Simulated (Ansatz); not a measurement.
Abridged Ansatz (a first-principles code) output:

```
Pseudopotential: Sc, paw, valence charge 11
Pseudopotential: K, paw, valence charge 9
Pseudopotential: Ta, paw, valence charge 13
Pseudopotential: O, paw, valence charge 6
Crystal: 10 atoms, lattice volume = 124.924 Å³
Basis set: ecut = 420 eV, 2421 PW (Γ), exchange–correlation on 80×80×80 points (8 copies of the dense FFT grid, shifted against one another)
Bands: 51, of which v1, the nominal top of the filled ones, is band 41 counted from 1 (40 counted from 0)
Symmetry: 48 space group operations
k-points: 47 of 1000
Functional: x = pbesol(κ = 0.804, μ = 0.12345679012345678), c = pbesol(β = 0.046)
SCF iter   1: F=—  HF=-26616.073752 eV  |F-HF|=—  |Δ(HF+E_count)|=         —  Δρ=2.86e-2  dr2=1.77e0  ethr=1.77e-3  ⟨swp⟩=7.0  Hψ=9814  notcnv=0  defer=4
SCF iter   2: F=—  HF=-26615.881225 eV  |F-HF|=—  |Δ(HF+E_count)|=   1.93e-1  Δρ=1.24e-2  dr2=4.56e-1  ethr=1.77e-3  ⟨swp⟩=2.0  Hψ=3154  notcnv=0  defer=11
SCF 1 converged in 10 iterations: F = -26615.835589 eV  dr2 = 1.50e-10
SCF converged after 10 iterations
Free energy (F): -26615.835589 eV
Internal energy: -26615.790690 eV  (E = F + TS)
E sigma→0 (E₀):  -26615.813139 eV
Entropy (-TS):   -0.044900 eV (-4.490 meV/atom)
Fermi energy:    12.846479 eV
--- Forces (eV/Å), atoms counted from 1 ---
  atom   1  Sc    -0.00000000    -0.00000000     0.00000000
  atom   2  K      0.00000000     0.00000000    -0.00000000
  atom   3  Ta     0.00000000     0.00000000    -0.00000000
  atom   4  Ta    -0.00000000    -0.00000000    -0.00000000
  atom   5  O      0.00000000    -0.00000000     0.00000000
  atom   6  O      0.00000000    -0.00000000     0.00000000
  atom   7  O      0.00000000    -0.00000000    -0.00000000
  atom   8  O      0.00000000    -0.00000000     0.00000000
  atom   9  O      0.00000000    -0.00000000     0.00000000
  atom  10  O      0.00000000    -0.00000000     0.00000000
--- Stress (GPa, compression-positive) ---
       -0.011180       0.000000       0.000000
       -0.000000      -0.011180       0.000000
        0.000000      -0.000000      -0.011180
  P = ⅓ Tr σ = -0.0112 GPa (-0.112 kbar)
```

**Question.** What was computed, and what are the main results?

**Answer.** KScTa2O6, 10 atoms in the cell, with PBEsol (Ansatz), without spin-orbit coupling. The last SCF converged to F = -26615.835589 eV, or -2661.5836 eV per atom, at a pressure of -0.01 GPa. The total energy compares only with runs of the same code, potentials and settings.

These are small ordered cells, not random alloys; other orderings at the same x differ. Whether these cells are dynamically stable was not tested. No Hubbard U is applied, and correlation can decide whether such a compound is a metal. The final runs are not spin-polarised. The cell was made from KTaO3 by this change: x(Sc) = 0.5, 10 atoms, Fm-3m.
